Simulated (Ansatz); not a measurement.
Ansatz (a program for electronic structure), DFT, PBE, plane waves, its default PAW files: SiB6, long cell, atoms displaced (from the phase in space group 221, mp-7700) (B42Si7), 49 atoms. Basis and mesh were picked for this test and aren't claimed converged.

```
Property                                                   Value
------------------------------  --------------------------------
cell                            4.13, 4.13, 28.93 Å; 90, 90, 90°
distance to the nearest atom                      1.63 to 2.96 Å
task                                                single point
k mesh                                                     4×4×1
hamiltonian.xc                                               pbe
kind of files                                                paw
scf.occupations.method                               fermi_dirac
scf.occupations.width                                    0.05 eV
output.forces                                               true
binding of workers (--pin)                                   off
k-point pools (--kpoint-pools)                                 1
memory maximum (--max-ram)                                  8GiB
accuracy                                        medium (default)
basis.precision                                   auto (default)
basis.xc_grid                                        2 (default)
scf.eigensolver.kind                              auto (default)
scf.convergence.dr2_threshold              4.94388e-07 (default)
scf.lower_state_search                           light (default)
k-points after symmetry                                       10
bands at the start                                           126
electrons                                                    154
plane waves at Γ                                            9609
cutoff (eV)                                                  420
FFT grid                                               30×30×200
symmetry operations                                            1
```

One run each.

All on 4 threads. Base settings, kept where nothing else is said: scf.mixing.algorithm = auto (default), scf.mixing.preconditioner = auto (default), scf.algorithm = auto (default) (scf.mixing.beta, scf.mixing.ndim, scf.mixing.q_tf not set). The settings tried:…
- scf.algorithm = direct_min
- scf.mixing.algorithm = anderson, scf.mixing.ndim = 16
- scf.mixing.algorithm = broyden, scf.mixing.preconditioner = kerker, scf.mixing.q_tf = 0.5 1/Å
- scf.mixing.preconditioner = ldos
- scf.mixing.preconditioner = local_kerker
- scf.mixing.algorithm = broyden, scf.mixing.preconditioner = kerker
- scf.mixing.preconditioner = resta
- scf.mixing.preconditioner = kerker_dos
- scf.mixing.preconditioner = none
- scf.mixing.algorithm = anderson, scf.mixing.ndim = 4
- scf.mixing.algorithm = anderson
- scf.mixing.algorithm = broyden, scf.mixing.preconditioner = none
- scf.mixing.algorithm = msr1
- scf.mixing.ndim = 16
- scf.mixing.algorithm = broyden, scf.mixing.beta = 0.7
- scf.mixing.algorithm = broyden, scf.mixing.preconditioner = kerker, scf.mixing.q_tf = 1.5 1/Å
- scf.mixing.algorithm = broyden
- scf.mixing.algorithm = broyden, scf.mixing.beta = 0.1
- scf.mixing.algorithm = anderson, scf.mixing.ndim = 1
- the base settings
- scf.mixing.ndim = 4
- scf.mixing.algorithm = broyden, scf.mixing.beta = 0.3
- scf.mixing.algorithm = broyden, scf.mixing.beta = 1
- scf.mixing.preconditioner = kerker

Q: Name the extremes by SCF iterations (all cycles of the run, searches included): fewest, most, and any that don't converge.

A: Fewest SCF iterations (all cycles of the run, searches included), with those close behind: scf.algorithm = direct_min (5); scf.mixing.preconditioner = ldos (7); scf.mixing.preconditioner = kerker_dos (8); scf.mixing.algorithm = broyden, scf.mixing.preconditioner = kerker, scf.mixing.q_tf = 1.5 1/Å (8). Most among those that reach the base run's result: scf.mixing.algorithm = anderson, scf.mixing.ndim = 1 (42). All converged.

```csv
setting,"SCF iterations (all cycles of the run, searches included)",applications of H to a band,end
scf.algorithm = direct_min,5,80383,converged
scf.mixing.preconditioner = ldos,7,17536,converged
scf.mixing.preconditioner = kerker_dos,8,16008,converged
"scf.mixing.algorithm = broyden, scf.mixing.preconditioner = kerker, scf.mixing.q_tf = 1.5 1/Å",8,16065,converged
the base settings,9,17148,converged
scf.mixing.algorithm = msr1,9,17148,converged
scf.mixing.preconditioner = kerker,9,17148,converged
scf.mixing.preconditioner = local_kerker,9,16541,converged
"scf.mixing.algorithm = broyden, scf.mixing.beta = 0.7",9,18281,converged
"scf.mixing.algorithm = broyden, scf.mixing.beta = 1",9,18097,converged
scf.mixing.ndim = 4,9,16900,converged
scf.mixing.ndim = 16,9,17148,converged
scf.mixing.algorithm = broyden,10,19733,converged
scf.mixing.algorithm = anderson,10,19771,converged
"scf.mixing.algorithm = broyden, scf.mixing.preconditioner = kerker",10,19733,converged
"scf.mixing.algorithm = anderson, scf.mixing.ndim = 16",10,19733,converged
"scf.mixing.algorithm = anderson, scf.mixing.ndim = 4",11,19934,converged
"scf.mixing.algorithm = broyden, scf.mixing.preconditioner = kerker, scf.mixing.q_tf = 0.5 1/Å",11,19842,converged
"scf.mixing.algorithm = broyden, scf.mixing.beta = 0.3",12,24015,converged
"scf.mixing.algorithm = broyden, scf.mixing.beta = 0.1",15,24438,converged
"scf.mixing.algorithm = broyden, scf.mixing.preconditioner = none",17,31102,converged
scf.mixing.preconditioner = none,19,31337,converged
scf.mixing.preconditioner = resta,19,31337,converged
"scf.mixing.algorithm = anderson, scf.mixing.ndim = 1",42,46805,converged
```

An iteration's cost differs between solvers, so these counts don't give the time.

Keys are those of Ansatz 0.2.
